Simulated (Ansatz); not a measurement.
Results of PBEsol in Ansatz (plane waves, PAW) for GaP (model structure, started from the BN type, Pm-3n, No. 223, 12 atoms in the cell).

Settings: plane-wave cutoff 520 eV, 6×6×6 k mesh, Fermi–Dirac smearing 0.01 eV, scalar-relativistic PAW data made under PBE.

Cell (relaxed with PBEsol):

```
CELL_PARAMETERS angstrom
      6.70601     0.00000     0.00000
      0.00000     6.70601     0.00000
      0.00000     0.00000     6.70601
ATOMIC_POSITIONS crystal
  Ga 0.25000 0.00000 0.50000
  Ga 0.50000 0.25000 0.00000
  Ga 0.50000 0.75000 0.00000
  Ga 0.75000 0.00000 0.50000
  Ga 0.00000 0.50000 0.75000
  Ga 0.00000 0.50000 0.25000
  P  0.25000 0.50000 0.00000
  P  0.00000 0.25000 0.50000
  P  0.00000 0.75000 0.50000
  P  0.75000 0.50000 0.00000
  P  0.50000 0.00000 0.75000
  P  0.50000 0.00000 0.25000
```

**Question.** What does this level give for the band gap, smallest direct gap on the k points sampled and direct gap at Γ?

**Answer.** 
* **band gap**: 0.86 eV (indirect)
* **smallest direct gap on the k points sampled**: 1.01 eV
* **direct gap at Γ**: 1.04 eV

Note: the relaxation could raise the start's symmetry but not lower it, so the cell can be a saddle point.

Spin–orbit coupling is not included.

Computed values are for the static lattice.

A model structure was made by putting elements into a prototype or built by hand; it is no filed structure, need not be a known phase, and can be a saddle point held by its symmetry.

Ansatz is a first-principles code.
